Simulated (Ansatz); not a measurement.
MgCd2P2 (model structure, started from the CaAl2Si2 type, P-3m1, No. 164, 5 atoms in the cell), treated with LDA (plane waves, PAW; Ansatz, an electronic-structure program).

Settings: plane-wave cutoff 520 eV, 18×18×8 k mesh (along the axes of the cell as run), Fermi–Dirac smearing 0.05 eV, scalar-relativistic PAW data made under PBE.

Cell (relaxed with PBEsol):

```cif
data_Cd2MgP2
_chemical_formula_sum 'Mg1 Cd2 P2'
_space_group_name_H-M_alt 'P 1'
_space_group_IT_number 1
_cell_length_a 4.15188
_cell_length_b 4.15188
_cell_length_c 6.71901
_cell_angle_alpha 90.000
_cell_angle_beta 90.000
_cell_angle_gamma 120.000
loop_
_space_group_symop_operation_xyz
  'x, y, z'
loop_
_atom_site_label
_atom_site_type_symbol
_atom_site_fract_x
_atom_site_fract_y
_atom_site_fract_z
_atom_site_occupancy
Mg1 Mg 0.00000 0.00000 0.00000 1
Cd1 Cd 0.33333 0.66667 0.63509 1
Cd2 Cd 0.66667 0.33333 0.36491 1
P1 P 0.33333 0.66667 0.21759 1
P2 P 0.66667 0.33333 0.78241 1
```

**Question.** What does this level give for the band gap?

**Answer.** 
* **band gap**: 0.26 eV (on the SCF k mesh)

Note: the relaxation could raise the start's symmetry but not lower it, so the cell can be a saddle point; cell and atoms aren't relaxed at this level (largest force component 0.10 eV/Å, pressure -2.3 GPa).

Spin–orbit coupling is not included.

Static lattice: no zero-point or thermal effects.

A model structure was made by putting elements into a prototype or built by hand; it is no filed structure, need not be a known phase, and can be a saddle point held by its symmetry.
